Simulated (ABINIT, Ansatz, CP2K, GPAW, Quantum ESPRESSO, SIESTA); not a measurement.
## Code comparison for Sb (Pm-3m, 1 atom in the cell)

Self-consistent single point.

```yaml
crystal:
  lattice:
    - [3.15148, 0.00000, 0.00000]
    - [0.00000, 3.15148, 0.00000]
    - [0.00000, 0.00000, 3.15148]
  atoms:
    - { symbol: Sb, position: [0.00000, 0.00000, 0.00000] }
```

Shared settings, as Ansatz (a first-principles code) writes them: kpoints.mp_grid.grid = 14 14 14; scf.occupations.method = gaussian; scf.occupations.width = 0.02 Ry. Potentials and cutoffs stand in the table.

| code | model | pressure (GPa) | cutoff |
|---|---|---|---|
| SIESTA | LDA PW92, numerical atomic orbitals DZP, PseudoDojo LDA standard norm-conserving potentials (rewritten from UPF to PSML) | -5.33 | grid 300 Ry |
| GPAW | LDA (Perdew-Wang 92), GPAW PAW datasets LDA (gpaw-data 1.0.1) | -5.72 | 600 eV |
| Ansatz | LDA (PW92), default PAW files made with PBE | -5.50 | default |
| Quantum ESPRESSO | LDA (PZ), GBRV 1.5 ultrasoft (LDA) pseudopotentials | -5.42 | 40 Ry |
| CP2K | LDA (Pade form), GPW, DZVP-MOLOPT-SR-GTH basis, GTH-PADE potentials (GTH_POTENTIALS) | -4.91 | grid 400 Ry |
| ABINIT | LDA (PW92), norm-conserving pseudopotentials (PseudoDojo nc-sr-04 LDA standard) | -5.47 | 42 Ha |

On Ansatz's run: spin-orbit coupling is off.

The spread over the programs that give each value: pressure within 0.81 GPa.

SIESTA and CP2K use small atom-centred bases, whose incompleteness enters pressures, forces and empty levels differently from a plane-wave cutoff. Ansatz's pressure is given at a fixed set of plane waves, as the other plane-wave codes print theirs; with its correction for the finite basis it is -5.46 GPa. The same LDA comes in different parametrisations, which differ slightly.

The starting cell comes from a database of computed structures (which also holds hypothetical and non-ambient phases and stackings), without a prior relaxation at this level. Its lattice was rescaled by a random factor within 2.5 % of one.

Left out of this page: Elk and FLEUR (not drawn, or without a comparable value).

Keys are those of Ansatz 0.2.
